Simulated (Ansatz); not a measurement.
## A self-consistent single point of BaCdSbF (P4mm, 8 atoms in the cell) with Ansatz

Level of theory: LDA (PW92), default PAW files made with PBE (plane waves; Ansatz, an electronic-structure program).

The input file:

Ansatz 0.2 input:
```yaml
# BaCdSbF
crystal:
  lattice:
    - [4.609467, 0.000000, 0.000000]
    - [0.000000, 4.609467, 0.000000]
    - [0.000000, 0.000000, 9.757328]
  atoms:
    - { symbol: Ba, position_ang: [0.000000, 2.304734, 6.299468] }
    - { symbol: Ba, position_ang: [2.304734, 0.000000, 3.507857] }
    - { symbol: Cd, position_ang: [2.304734, 2.304734, 0.000000] }
    - { symbol: Cd, position_ang: [0.000000, 0.000000, 0.000000] }
    - { symbol: Sb, position_ang: [0.000000, 2.304734, 1.801300] }
    - { symbol: Sb, position_ang: [2.304734, 0.000000, 7.956028] }
    - { symbol: F, position_ang: [2.304734, 2.304734, 4.878664] }
    - { symbol: F, position_ang: [0.000000, 0.000000, 4.878664] }
basis:
  ecutwfc: 30.9 Ry
kpoints:
  mp_grid: { grid: [6, 6, 3] }
hamiltonian:
  xc: lda
  pseudopotentials: { kind: paw }
scf:
  occupations: { method: fermi_dirac, width: 0.0015 Ry }
output:
  forces: true
  eigenvalues: true
  stress: true
```

Log, with long lists cut:

```
WARN ansatz: RAYON_NUM_THREADS=1 ignored (pool sized by the plan → 1); use --threads N
Pseudopotentials: kind: paw
Pseudopotential: Ba, paw, valence charge 10
Pseudopotential: Cd, paw, valence charge 20
Pseudopotential: Sb, paw, valence charge 15
Pseudopotential: F, paw, valence charge 7
Crystal: 8 atoms, lattice volume = 207.316 Å³
Basis set: ecut = 420.4159175005146 eV, 4089 PW (Γ)
Bands: 63, of which v1, the nominal top of the filled ones, is band 52 counted from 1 (51 counted from 0)
Symmetry: 8 space group operations
Space group: P4mm (ITA 99), of the structure as read, at distance tolerance 5.9e-5 Å
k-points: 20 of 108 (time reversal used)
PAW frozen core: Ba, regenerated for the run's functional, and the local potential with it
PAW frozen core: Cd, regenerated for the run's functional, and the local potential with it
PAW frozen core: Sb, regenerated for the run's functional, and the local potential with it
PAW frozen core: F, regenerated for the run's functional, and the local potential with it
Initial density: superposition of atomic densities (neutral atoms: chi_scale 0, normalization atom), corrected by the library's trained network
Initial wavefunctions: pseudopotential atomic-orbital guess
Eigensolver: davidson
Functional: x = slater, c = lda
SCF iter   1: F=—  HF=-42063.195189 eV  |F-HF|=—  |Δ(HF+E_count)|=         —  Δρ=1.04e-2  dr2=1.67e-1  ethr=1.77e-3  ⟨swp⟩=9.1  Hψ=5599  notcnv=0  defer=6
all-band conjugate gradients solve this SCF's bands
preconditioner: auto → Resta (q_TF=auto, 2.432 Å⁻¹)
SCF iter   2: F=—  HF=-42063.151871 eV  |F-HF|=—  |Δ(HF+E_count)|=   4.33e-2  Δρ=3.56e-3  dr2=1.11e-2  ethr=1.61e-4  ⟨swp⟩=2.4  Hψ=2625  notcnv=0  defer=112
SCF iter   3: F=—  HF=-42063.149937 eV  |F-HF|=—  |Δ(HF+E_count)|=   1.93e-3  Δρ=1.51e-3  dr2=3.10e-3  ethr=1.06e-5  ⟨swp⟩=2.0  Hψ=1887  notcnv=0  defer=112
SCF iter   4: F=—  HF=-42063.149588 eV  |F-HF|=—  |Δ(HF+E_count)|=   3.49e-4  Δρ=3.70e-4  dr2=2.27e-4  ethr=2.98e-6  ⟨swp⟩=2.0  Hψ=2143  notcnv=0  defer=112
SCF iter   5: F=—  HF=-42063.149611 eV  |F-HF|=—  |Δ(HF+E_count)|=   2.27e-5  Δρ=8.63e-5  dr2=1.58e-5  ethr=2.18e-7  ⟨swp⟩=2.0  Hψ=1548  notcnv=0  defer=112
SCF iter   6: F=—  HF=-42063.149758 eV  |F-HF|=—  |Δ(HF+E_count)|=   1.47e-4  Δρ=2.82e-5  dr2=1.55e-6  ethr=1.52e-8  ⟨swp⟩=2.0  Hψ=2182  notcnv=0  defer=112
SCF iter   7: F=-42063.149758 eV  HF=-42063.149758 eV  |F-HF|=1.41e-8  |Δ(HF+E_count)|=   4.50e-8  Δρ=5.67e-6  dr2=9.66e-8  ethr=9.62e-11  ⟨swp⟩=11.2  Hψ=7428  notcnv=0
SCF 1 converged in 7 iterations: F = -42063.149758 eV  dr2 = 9.66e-8
SCF converged after 7 iterations
Free energy (F): -42063.149758 eV
Harris-Foulkes:  -42063.149758 eV  (|F-HF|=1.41e-8)
Internal energy: -42063.149447 eV  (E = F + TS)
E sigma→0 (E₀):  -42063.149602 eV
Entropy (-TS):   -0.000311 eV (-0.039 meV/atom)
Fermi energy:    9.624383 eV
--- Per-component energies (eV) ---
  E_band       = -1412.559696
  E_kinetic    = 2175.143398
  E_local      = -14638.719737  (includes V_loc(G=0)·N_el)
  E_nonlocal   = 1085.205547
  E_hartree    = 6682.938638
  E_xc         = -1118.725084
  E_vxc        = -1113.989967  (∫ρ·V_xc dr)
  E_paw        = -27238.595939  (= ΣΔE_a)
  E_vpaw       = -2286.072422  (= ΣTr[D̂ρ^β])
  E_aug_tail   = 0.004048  (compensation charges beyond the density's cutoff)
  E_ewald      = -9013.842637
  E_core_change = 3.442319  (= ΣΔE_core)
  E_smearing   = -0.000311  (= −TS)
  E_closure    = 0.000000  (closes the sum)
  Σ components = -42063.149758   (vs F -42063.149758, Δ=0.00e0)
--- Forces (eV/Å), atoms counted from 1 ---
  atom   1  Ba     0.00000000     0.00000000    -0.38557996
  atom   2  Ba    -0.00000000     0.00000000     0.29206226
  atom   3  Cd    -0.00000000     0.00000000     0.02881860
  atom   4  Cd     0.00000000     0.00000000     0.02881860
  atom   5  Sb     0.00000000     0.00000000    -0.12299251
  atom   6  Sb     0.00000000     0.00000000     0.07910772
  atom   7  F     -0.00000000     0.00000000     0.03987920
  atom   8  F      0.00000000     0.00000000     0.03987920
  max |Σ_I F_I| component: 6.90e-6 eV/Å
--- Stress (GPa, compression-positive) ---
       -3.931657       0.000000       0.000000
        0.000000      -3.931657       0.000000
        0.000000       0.000000      -3.284923
  P = ⅓ Tr σ = -3.7161 GPa (-37.161 kbar)
  The stress holds the Pulay correction. Without it, at fixed plane waves, as pw.x and ABINIT print it: P = -3.8915 GPa
--- Band table (eV; the first three rows and the last of 20) ---
  k-point 0: bands = ["-93.0200", "-93.0191", "-54.1648", "-54.1648", "-54.1546", "-54.1546", "-54.1458", "-54.1442", "-18.6218", "-18.6218", "-18.6132", "-18.6081", "-18.6040", "-18.6040", "-18.6040", "-18.5955", "-18.5891", "-18.5845", "-18.4570", [...]
  k-point 1: bands = ["-93.0200", "-93.0191", "-54.1648", "-54.1648", "-54.1546", "-54.1546", "-54.1458", "-54.1442", "-18.6218", "-18.6218", "-18.6132", "-18.6081", "-18.6040", "-18.6040", "-18.6040", "-18.5955", "-18.5891", "-18.5845", "-18.4570", [...]
  k-point 2: bands = ["-93.0199", "-93.0191", "-54.1641", "-54.1641", "-54.1553", "-54.1553", "-54.1457", "-54.1443", "-18.6230", "-18.6218", "-18.6128", "-18.6077", "-18.6050", "-18.6042", "-18.6040", "-18.5952", "-18.5887", "-18.5847", "-18.4396", [...]
  k-point 19: bands = ["-93.0195", "-93.0195", "-54.1660", "-54.1651", "-54.1544", "-54.1534", "-54.1450", "-54.1450", "-18.6224", "-18.6224", "-18.6117", "-18.6112", "-18.6050", "-18.6045", "-18.6045", "-18.5938", "-18.5907", "-18.5860", [...]
```

The run converged in 7 iterations.

The starting cell comes from a database of computed structures (which also holds hypothetical and non-ambient phases and stackings), without a prior relaxation at this level. Its lattice was rescaled by up to half a per cent. One atom was moved a little off its site on purpose. Spin-orbit coupling is off. With a pressure of about -4 GPa the cell is away from its equilibrium volume at this level. Ansatz's pressure includes its estimate of the finite-basis (Pulay) stress.
